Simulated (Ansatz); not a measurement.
Consider TiAl (space group P4/mmm, No. 123; a = 2.766 Å, c = 4.002 Å; relaxed with 0.1 eV smearing). Axes: x, y, z lie along a, b, c of the conventional cell.

Calculations: LDA (Ansatz, a quantum-chemistry and plane-wave program), no spin-orbit coupling.

Now apply this change: tensor shear ε_xz = +1.43 % (engineering shear γ = 0.0286); the atoms relax in the strained cell.

Predict the stress tensor and what it implies for the stiffness.

Stress of the strained cell less that of the base (GPa, compression positive):
```
    0.1     0.0    -3.6
    0.0     0.1     0.0
   -3.6     0.0     0.2
```

Then −Δσ/γ with γ = 2ε = 0.0286 gives secant stiffness values (nonlinear terms included at this strain): C55 ≈ 125 GPa.

As a check, the harmonic strain energy −½ V₀ Δσ:ε is 4.9 meV/atom; the computed energy rise is 4.9 meV/atom.

No phonon test of stability was made. All final runs are without spin polarisation.
